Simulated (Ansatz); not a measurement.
Hypothetical I4_132 B, pressure series

The reference is B (space group I4_132, No. 214; a = 4.633 Å; a hypothetical phase, not in the database extracts checked).

Cell and atoms are relaxed at each pressure.

Calculations: PBEsol (Ansatz, a quantum-chemistry and plane-wave program, PAW, no spin-orbit coupling).

```
pressure (GPa)  volume per atom (Å³/atom)
--------------  -------------------------
-2                                 12.667
-1                                 12.544
0                                  12.431
0.3                                12.398
0.7                                12.354
1.5                                     ?
3                                  12.112
5                                  11.917
10                                 11.480
```

Task: Fit the third-order Birch–Murnaghan form P(V) = (3B₀/2)[(V₀/V)^(7/3) − (V₀/V)^(5/3)]·[1 + (3/4)(B₀′ − 4)((V₀/V)^(2/3) − 1)] (squares taken in P) to the rows shown and predict the withheld row.

Result: Least squares on the printed values gives V₀ = 12.431 Å³/atom, B₀ = 110 GPa, B₀′ = 3.3; this predicts 12.267 Å³/atom, and the run gives 12.268 Å³/atom, in agreement.

Load acts through the strain it causes; cell and atoms are relaxed under it. No phonon test of stability was made. Competing high-pressure phases were not computed.
